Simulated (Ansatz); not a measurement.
Worked calculations on one periodic cell of amorphous Ti$_{20}$O$_{43}$In$_{2}$: Ti20O43In2, 65 atoms, volume 805.3 Å³, made by a melt-quench on the CHGNet potential and relaxed with DFT. O atoms were pushed apart under 1.9 Å during the dynamics, to hinder bonds among them. It is a model cell: composition and starting density were chosen by hand, and all elements were melted together. Cycles of charging were run to anneal it. Level of theory: PBE, scalar-relativistic without spin-orbit coupling (plane waves to 420 eV, PAW; Ansatz, a program for electronic structure). Sampling: a 2×2×2 Γ-centred mesh; Fermi-Dirac width 0.02 eV; no spin polarisation. Its volume was held where the quench left it, its shape was free, and it stands at a mean pressure of 1.1 GPa with stress components up to 1.1 GPa; the relaxation ran on the zone centre alone. Its density went from a set 3.87 to 3.87 g/cm³. The cell is small and was quenched far faster than a real film, so it is one sample of the glass.

Problem. Count formal charges (Ti +4, O -2, In +3). What does the count lead one to expect at the Fermi level, and what does the calculation give?

Solution. 20 × (+4) + 43 × (-2) + 2 × (+3) = 0. The charges balance, so the anion-derived valence states can be full and a gap can open. On this mesh the highest filled and lowest empty level lie 2.71 eV apart, the PBE gap of this cell, with a localised state at one edge or both.

Four energies for an added electron at PBE on the zone centre alone (charged cells in a uniform background, spin-polarised): neutral at the neutral geometry -85664.376 eV; charged at the neutral geometry -85655.049 eV; charged and relaxed -85655.180 eV; neutral at the charged geometry -85664.017 eV.

Problem. Find the two relaxation energies and their sum, the reorganisation energy.

Solution. On charging: -85655.049 − (-85655.180) = 0.131 eV. On discharging: -85664.017 − (-85664.376) = 0.359 eV. The sum is 0.490 eV. The carrier's level spreads over 8 of the 65 atoms' worth, so it counts as partly localised, most on one Ti atom with neighbours O 1.87 Å, O 1.90 Å, O 1.97 Å, O 1.98 Å, O 2.04 Å, O 2.07 Å (neutral geometry). The values are uncorrected: the image energy of a point charge in this cell, 2.84 × 14.40 / (2 × 9.3) = 2.2 eV before screening, is screened by electrons alone at the fixed geometry and by ions too after relaxing, and the carrier can be spread before it relaxes, so each term can be off by up to that value times 1/ε∞, some tenths of an eV. PBE's self-interaction favours spread-out carriers, so a hybrid can localise more.

Four energies for a hole at PBE on the zone centre alone (charged cells in a uniform background, spin-polarised): neutral at the neutral geometry -85664.376 eV; charged at the neutral geometry -85670.853 eV; charged and relaxed -85671.034 eV; neutral at the charged geometry -85663.964 eV.

Problem. Find the two relaxation energies and their sum, the reorganisation energy.

Solution. On charging: -85670.853 − (-85671.034) = 0.181 eV. On discharging: -85663.964 − (-85664.376) = 0.412 eV. The sum is 0.593 eV. The carrier's level spreads over 5 of the 65 atoms' worth, so it counts as localised, most on one O atom with neighbours Ti 1.83 Å, Ti 1.85 Å (neutral geometry). The values are uncorrected: the image energy of a point charge in this cell, 2.84 × 14.40 / (2 × 9.3) = 2.2 eV before screening, is screened by electrons alone at the fixed geometry and by ions too after relaxing, and the carrier can be spread before it relaxes, so each term can be off by up to that value times 1/ε∞, some tenths of an eV. PBE's self-interaction favours spread-out carriers, so a hybrid can localise more.
